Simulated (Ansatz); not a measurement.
## Response to strain in Be

Consider Be in the bcc (W type) structure (space group Im-3m, No. 229; a cell from a computed database, its experimental status unchecked; relaxed with 0.1 eV smearing).

```xyz
1
Lattice="-1.2466 1.2466 1.2466 1.2466 -1.2466 1.2466 1.2466 1.2466 -1.2466" Properties=species:S:1:pos:R:3 pbc="T T T"
Be     0.0000     0.0000     0.0000
```

Cartesian axes are those of the cell as printed.

Strains are applied to the cell and any free atomic positions relax; under biaxial strain the out-of-plane vector relaxes too.

All numbers come from Ansatz (an electronic-structure program) PBEsol, without spin-orbit coupling.

Notes on the quantities. pressure: mean of the normal stresses, compression positive; energy relative to the base: free energy F.

| case | pressure | shortest interatomic distance | space group | energy relative to the base |
|---|---|---|---|---|
| base | 0.0 GPa | 2.159 Å | Im-3m (No. 229) | 0 meV/atom |
| biaxial strain −3.12 %, plane normal [111], relaxed out of plane | 9.3 GPa | 2.099 Å | R-3m (No. 166) | +20 meV/atom |
| isotropic strain −2.85 % | 12.5 GPa | 2.098 Å | Im-3m (No. 229) | +24 meV/atom |
| uniaxial strain ε_xx = +1.34 % | -1.6 GPa | 2.169 Å | I4/mmm (No. 139) | +0.8 meV/atom |
| uniaxial strain ε_zz = +0.80 % | -1.0 GPa | 2.165 Å | I4/mmm (No. 139) | +0.3 meV/atom |
| tensor shear ε_yz = −2.41 % | 0.6 GPa | 2.125 Å | Fmmm (No. 69) | +11 meV/atom |

No phonon test of stability was made. This is not the structure that Be has at room temperature and ambient pressure.
